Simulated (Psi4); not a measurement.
Psi4 1.11, TPSS/def2-svpd: Si(H)(F)2(NMe2) (CN(C)[SiH](F)F), 13 atoms. The geometry is a generated start, not checked to be a minimum at this level.

```yaml
task: energy
method: tpss
basis: def2-svpd
memory: 3 GB
maxiter: 100
keys_of_the_molecule_block: symmetry c1
scf_type: df (default)
e_convergence: 1e-06 (default)
d_convergence: 1e-06 (default)
dft_radial_points: 75 (default)
dft_spherical_points: 302 (default)
basis_functions: 186
grid_points: 278419
```

```xyz
13

Si     1.4662    -0.5109     0.4578
F      2.5310    -0.2088    -0.6962
F      1.4372    -2.0992     0.6250
N     -0.0565    -0.0599    -0.1611
C     -1.2856    -0.6633     0.3063
C     -0.2720     1.2445    -0.7506
H      1.9982     0.0220     1.6911
H     -1.0807    -1.6496     0.7113
H     -1.9803    -0.7634    -0.5313
H     -1.7652    -0.0545     1.0808
H     -0.6532     1.9614    -0.0144
H     -1.0013     1.1603    -1.5595
H      0.6622     1.6214    -1.1591
```

With the defaults (diis = true, scf_initial_accelerator = adiis, damping_percentage = 0, diis_max_vecs = 10, diis_start = 1, guess = auto, which took SAD) it converges in 9 SCF iterations. One run each on 2 threads, with these changes:
- guess = gwh
- diis_start = 4
- damping_percentage = 20
- diis_max_vecs = 20
- diis_max_vecs = 6
- guess = modhuckel
- guess = sap
- diis_max_vecs = 3
- diis = false, scf_initial_accelerator = none, damping_percentage = 60

### Question
Which of these changes keep the SCF from converging, or lead it to another solution?

### Answer
No convergence: diis = false, scf_initial_accelerator = none, damping_percentage = 60 (the run ends without SCF convergence in 100 iterations). The rest reach the solution of the defaults.

```json
[
 {"setting": "the defaults", "SCF iterations": "9", "end": "same solution"},
 {"setting": "diis_max_vecs = 20", "SCF iterations": "9", "end": "same solution"},
 {"setting": "diis_max_vecs = 6", "SCF iterations": "10", "end": "same solution"},
 {"setting": "guess = modhuckel", "SCF iterations": "10", "end": "same solution"},
 {"setting": "guess = sap", "SCF iterations": "11", "end": "same solution"},
 {"setting": "guess = gwh", "SCF iterations": "14", "end": "same solution"},
 {"setting": "diis_max_vecs = 3", "SCF iterations": "17", "end": "same solution"},
 {"setting": "diis_start = 4", "SCF iterations": "17", "end": "same solution"},
 {"setting": "damping_percentage = 20", "SCF iterations": "23", "end": "same solution"},
 {"setting": "diis = false, scf_initial_accelerator = none, damping_percentage = 60", "SCF iterations": "100", "end": "no convergence"}
]
```
